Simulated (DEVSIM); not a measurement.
Structure: Schottky contact on n-type GaN, at 350 K.

```csv
layer (left to right),material,thickness (μm),Nd (cm⁻³),τn (s),τp (s)
1,GaN,0.660,2.1e15,3.8e-9,3.8e-9
2,GaN,7.90,8.9e17,3.8e-9,3.8e-9
```

Left contact: Schottky, work function 5.82 eV, emission velocity 2.4e6 cm/s. Right contact: ohmic. Voltage is applied to the left contact. Recombination: SRH at mid-gap, radiative, Auger. Mobility is μmin + (μ − μmin)/(1 + (N/Nref)^α).

Constants are typed, rounded textbook-type inputs, not results; the design itself was drawn at random and stands for no fabricated device. Values at 300 K; Nc and Nv go as T^1.5, mobilities as T to minus their exponent, the gap by Varshni's rule with the affinity fixed.

```csv
parameter,GaN
gap (eV),3.43
affinity (eV),4.1
permittivity,9.5
Nc (cm⁻³),2.3e18
Nv (cm⁻³),4.6e19
μn (cm²/Vs),1200
μp (cm²/Vs),100
"μn,min",55
"μp,min",3
"Nref,n",2e17
"Nref,p",3e17
αn,1
αp,2
T exponent of μn,1.5
T exponent of μp,2
B (cm³/s),1e-11
Cn (cm⁶/s),1e-30
Cp (cm⁶/s),1e-30
Varshni α (eV/K),0.00091
Varshni β (K),830
```

Model (solved in DEVSIM): 1D drift-diffusion, Boltzmann statistics, complete ionisation; no tunnelling, impact ionisation, image-force lowering or self-heating. Metal contacts follow the ideal Schottky-Mott rule: no Fermi-level pinning, no interface dipoles.

Q: Give the small-signal capacitance in reverse bias (quasi-static).

A: 
| V (V) | C (nF/cm²) |
|---|---|
| -0.1 | 13.4 |
| -0.25 | 13.3 |
| -0.5 | 13.1 |
| -0.75 | 13.1 |
| -1 | 13.0 |
| -1.5 | 12.9 |
| -2 | 12.8 |
| -2.5 | 12.8 |
| -3.25 | 12.7 |
| -4 | 12.7 |
| -5 | 12.7 |
